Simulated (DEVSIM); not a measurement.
Structure: abrupt Si n-p junction, at 400 K.

Layer 1 from the left is Si, thickness (μm) 10.0, Nd (cm⁻³) 2e18, τn (s) 1e-5, τp (s) 1e-5. Layer 2 from the left is Si, thickness (μm) 780, Na (cm⁻³) 8.7e16, τn (s) 1e-5, τp (s) 1e-5.

Left contact: ohmic. Right contact: ohmic. Voltage is applied to the left contact. Recombination: SRH at mid-gap, radiative. Gap narrowing is on: ΔEg = 6.92 meV × (l + √(l² + 0.5)), l = ln(N/1.3e17 cm⁻³), shared equally by both band edges. Mobility is constant in doping.

This is a model device: material constants are rounded textbook-type values typed into the input, and sizes, dopings and lifetimes were drawn at random. Values at 300 K; Nc and Nv go as T^1.5, mobilities as T to minus their exponent, the gap by Varshni's rule with the affinity fixed.

Si: gap (eV) 1.124, affinity (eV) 4.05, permittivity 11.7, Nc (cm⁻³) 2.86e19, Nv (cm⁻³) 3.1e19, μn (cm²/Vs) 1417, μp (cm²/Vs) 470, T exponent of μn 2.3, T exponent of μp 2.2, B (cm³/s) 4.7e-15, Varshni α (eV/K) 0.000473, Varshni β (K) 636.

DEVSIM, 1D drift-diffusion, Boltzmann statistics, complete ionisation; no tunnelling, impact ionisation, image-force lowering or self-heating.

Q: What does the simulation give for the largest field in the device at zero bias, the dark forward voltage at 100 A/cm²?

A: largest field in the device at zero bias 140000 V/cm; dark forward voltage at 100 A/cm² 1.565 V.
